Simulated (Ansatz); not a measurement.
Consider KTaO$_{3}$ in the cubic perovskite structure (space group Pm-3m, No. 221; a = 3.985 Å). Axes: x, y, z lie along the cube axes.

Method: PBEsol/PAW in Ansatz (a quantum-chemistry and plane-wave program), without spin-orbit coupling.

Strains are applied to the cell and any free atomic positions relax.

One change was made to it. Results:

```json
[
 {"quantity": "band gap", "base": "2.14 eV", "after": "2.14 eV"},
 {"quantity": "energy relative to the base (free energy F)", "base": "0 meV/atom", "after": "+6.2 meV/atom"}
]
```

What was done to the base?
A) uniaxial strain ε_zz = −1.80 %
B) uniaxial strain ε_zz = −3.00 %
C) uniaxial strain ε_zz = −2.40 %

A, uniaxial strain ε_zz = −1.80 %. For comparison, the energy relative to the base in the other runs: uniaxial strain ε_zz = −2.40 % gives +11 meV/atom; uniaxial strain ε_zz = −3.00 % gives +18 meV/atom.

With Ta present, leaving out spin-orbit coupling can change the band edges. Whether these cells are dynamically stable was not tested.
